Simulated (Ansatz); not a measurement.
**BGeCN (model structure, started from the AlSiCN type, P3m1, No. 156, 4 atoms in the cell)**

The numbers are results of r²SCAN+rVV10 in Ansatz (plane waves, PAW), not measurements.

Run with plane-wave cutoff 560 eV, 12×12×8 k mesh (along the axes of the cell as run), Fermi–Dirac smearing 0.01 eV, scalar-relativistic PAW data made under PBE.

Cell (relaxed at this level):

```
BCGeN
1.0
    2.95395     0.00000     0.00000
   -1.47698     2.55820     0.00000
    0.00000     0.00000     4.77874
B Ge C N
1 1 1 1
Direct
  0.33333   0.66667   0.48773
  0.66667   0.33333   0.00340
  0.33333   0.66667   0.15551
  0.66667   0.33333   0.60335
```

For BGeCN (model structure, started from the AlSiCN type, P3m1, No. 156, 4 atoms in the cell), the band gap comes out as 2.48 eV (on the SCF k mesh).

Note: the relaxation could raise the start's symmetry but not lower it, so the cell can be a saddle point.

Spin–orbit coupling is not included.

Computed values are for the static lattice.

The result took roughly 2.4 core-minutes.

A model structure was made by putting elements into a prototype or built by hand; it is no filed structure, need not be a known phase, and can be a saddle point held by its symmetry.

Ansatz is a quantum-chemistry and plane-wave program.
